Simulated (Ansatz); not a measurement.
rock-salt MgO: the defect F interstitial

These are PBE, PAW (plane waves to 420 eV; Ansatz, a first-principles code) values and carry that method's errors. Cell: 64 sites, 2×2×2; final energies on a 2×2×2 shifted mesh. Site at the start: void with 4Mg4O nearest. Energies of charged states are corrected for periodic images (point charge plus alignment at distant sites). Dielectric constants: PBE linear response of the host. Host gap at this level: 4.46 eV. A cell of this size leaves errors of a few tenths of an eV. PBE underestimates the host's gap, which shifts levels and can delocalise carriers. Spin–orbit coupling is left out. Each state is the lowest found from its start.

Formation energies E_f are given with the Fermi level at the valence-band maximum. Chemical conditions: Mg-rich (Δμ(F) = -5.28 eV, bounded by rutile-type MgF2; only phases computed here count, gases as isolated molecules at 0 K); O-rich (Δμ(F) = -2.60 eV, bounded by rutile-type MgF2; only phases computed here count, gases as isolated molecules at 0 K). Reference phases: F: F2 molecule in a box.

The name describes the start; the neighbours show where the added atom ended.

| charge | moment (μB) | point group | largest move off a lattice site (Å) | neighbours of the added atom at the end (Å) | image correction with alignment (eV) | E_f, Mg-rich (eV) | E_f, O-rich (eV) |
|---|---|---|---|---|---|---|---|
| +1 | not spin-polarised | C3v | 0.84 | O 1.69, Mg 1.95, Mg 1.95, Mg 1.95, O 2.44, O 2.44, O 2.44 | 0.34 | 7.24 | 4.55 |
| 0 | 1.0 | C3v | 0.84 | Mg 1.89, Mg 1.89, Mg 1.89, O 1.91, O 2.37, O 2.37, O 2.37 | 0.00 | 7.42 | 4.73 |
| −1 | not spin-polarised | Td | 0.36 | Mg 1.90, Mg 1.90, Mg 1.90, Mg 1.90 | 0.03 | 8.81 | 6.12 |

Point groups are those of the whole cell at tolerances of 0.03 and 0.1 Å ("near" where only the looser one holds); none is given for unsettled states.

Transition levels above the valence-band maximum: ε(+1/0) = 0.18 eV; ε(0/−1) = 1.39 eV. On the lower envelope of the bound states, inside the gap: (+1/0) at 0.18 eV; (0/−1) at 1.39 eV.

Flagged in the runs: a doubtful potential alignment, a strain field that reaches the edge of the cell.
